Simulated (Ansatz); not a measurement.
```yaml
crystal:
  lattice:
    - [4.02076, 0.00000, 0.00000]
    - [-2.01038, 3.48208, 0.00000]
    - [0.00000, 0.00000, 22.71000]
  atoms:
    - { symbol: Ge, position: [0.33333, 0.66667, 0.40572] }
    - { symbol: Ge, position: [0.66667, 0.33333, 0.43790] }
    - { symbol: Ge, position: [0.00000, 0.00000, 0.56210] }
    - { symbol: Ge, position: [0.33333, 0.66667, 0.59428] }
```

Methods: PBE+D3(BJ) (plane waves to 420 eV, PAW; Ansatz, a quantum-chemistry and plane-wave program); PBE (plane waves to 420 eV, PAW; Ansatz); r2SCAN (plane waves to 500 eV, PAW; Ansatz). Geometries and values that name no level are of the first. Spin–orbit coupling is left out. Its k-point mesh 12×12×1, Fermi–Dirac width 0.05 eV. A dipole correction is on.

Q: Name the layers and their stacking, and give its binding.

A: 2 layers of germanene, started at parallel, shifted by (2/3,1/3) (facing atoms over hollows or bridges; germanene a predicted or substrate-bound sheet, here free).
The step of the vacuum level across the stack (top less bottom) comes out as 0.00 eV and the interaction energy of the frozen layers is -24.9 meV/Å². The interaction energy without the D3 term at this geometry is -1.4 meV/Å². The interaction energy at r2SCAN, without a dispersion term, at this geometry comes out as -5.7 meV/Å² and the spacing and interaction energy when relaxed at plain PBE (a flat surface, so the spacing is loose) is 3.4 Å and -2.9 meV/Å². The work functions of the lower and upper faces is 4.60 and 4.60 eV.
